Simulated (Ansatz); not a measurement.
Worked calculations on one periodic cell of amorphous Zr20O41Li2: Zr20O41Li2, 63 atoms, volume 795.3 Å³, made by a melt-quench on the CHGNet potential and relaxed with DFT. O atoms were pushed apart under 1.9 Å during the dynamics, to hinder bonds among them. It is a model cell: composition and starting density were chosen by hand, and all elements were melted together. Cycles of charging were run to anneal it. The numbers are results of PBE, scalar-relativistic without spin-orbit coupling (plane waves to 420 eV, PAW; Ansatz, a quantum-chemistry and plane-wave program), not measurements. Sampling: a 2×2×2 Γ-centred mesh; Fermi-Dirac width 0.02 eV; no spin polarisation. Its volume was held where the quench left it, its shape was free, and it stands at a mean pressure of -4.0 GPa with stress components up to 4.0 GPa; the relaxation ran on the zone centre alone. Its density went from a set 5.21 to 5.21 g/cm³. The cell is small and was quenched far faster than a real film, so it is one sample of the glass.

Problem. Count formal charges (Zr +4, O -2, Li +1). What does the count lead one to expect at the Fermi level, and what does the calculation give?

Solution. 20 × (+4) + 41 × (-2) + 2 × (+1) = 0. The charges balance, so the anion-derived valence states can be full and a gap can open. On this mesh the highest filled and lowest empty level lie 3.44 eV apart, the PBE gap of this cell, with a localised state at one edge or both.

Four energies for an added electron at PBE on the zone centre alone (charged cells in a uniform background, spin-polarised): neutral at the neutral geometry -107452.758 eV; charged at the neutral geometry -107440.349 eV; charged and relaxed -107440.626 eV; neutral at the charged geometry -107452.237 eV.

Problem. Find the two relaxation energies and their sum, the reorganisation energy.

Solution. On charging: -107440.349 − (-107440.626) = 0.277 eV. On discharging: -107452.237 − (-107452.758) = 0.521 eV. The sum is 0.798 eV. The carrier's level spreads over 6 of the 63 atoms' worth, so it counts as partly localised, most on one Zr atom with neighbours O 1.99 Å, O 2.12 Å, O 2.20 Å, O 2.24 Å, O 2.27 Å, O 2.32 Å, O 2.34 Å (neutral geometry). The values are uncorrected: the image energy of a point charge in this cell, 2.84 × 14.40 / (2 × 9.3) = 2.2 eV before screening, is screened by electrons alone at the fixed geometry and by ions too after relaxing, and the carrier can be spread before it relaxes, so each term can be off by up to that value times 1/ε∞, some tenths of an eV. PBE's self-interaction favours spread-out carriers, so a hybrid can localise more.

Four energies for a hole at PBE on the zone centre alone (charged cells in a uniform background, spin-polarised): neutral at the neutral geometry -107452.758 eV; charged at the neutral geometry -107461.665 eV; charged and relaxed -107461.922 eV; neutral at the charged geometry -107451.817 eV.

Problem. Find the two relaxation energies and their sum, the reorganisation energy.

Solution. On charging: -107461.665 − (-107461.922) = 0.257 eV. On discharging: -107451.817 − (-107452.758) = 0.941 eV. The sum is 1.198 eV. The carrier's level spreads over 3 of the 63 atoms' worth, so it counts as localised, most on one O atom with neighbours Zr 1.92 Å, Zr 2.12 Å (neutral geometry). The values are uncorrected: the image energy of a point charge in this cell, 2.84 × 14.40 / (2 × 9.3) = 2.2 eV before screening, is screened by electrons alone at the fixed geometry and by ions too after relaxing, and the carrier can be spread before it relaxes, so each term can be off by up to that value times 1/ε∞, some tenths of an eV. PBE's self-interaction favours spread-out carriers, so a hybrid can localise more.
